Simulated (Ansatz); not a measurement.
AlRu under a change: isotropic strain +2.50 %

Consider AlRu in the CsCl type structure (space group Pm-3m, No. 221; a = 2.983 Å; relaxed with 0.1 eV smearing).

One thing is altered: every lattice vector is stretched by 2.50 %, atoms relaxed at fixed cell.

Calculations: Kohn–Sham DFT with the r2SCAN functional, run in Ansatz (a first-principles code) with PAW and 500 eV plane waves, no spin-orbit coupling. Settings: 19×19×19 k-points, 0.1 eV Fermi–Dirac smearing.

* **Volume per atom**: 14.29 Å³ (base 13.27 Å³)
* **Shortest interatomic distance**: 2.648 Å (base 2.583 Å)
* **Energy relative to the base (free energy F)**: +47 meV/atom
* **Pressure**: -13.9 GPa (base 0.0 GPa)
* **Band gap**: zero (base zero)

Final structure:

```
CELL_PARAMETERS angstrom
      3.05773     0.00000     0.00000
      0.00000     3.05773     0.00000
      0.00000     0.00000     3.05773
ATOMIC_POSITIONS crystal
  Al 0.50000 0.50000 0.50000
  Ru 0.00000 0.00000 0.00000
```

Cost of the whole job for the changed cell (relaxation, final SCF and bands): around 21 core-seconds (rough).

Whether these cells are dynamically stable was not tested. The final runs are not spin-polarised.
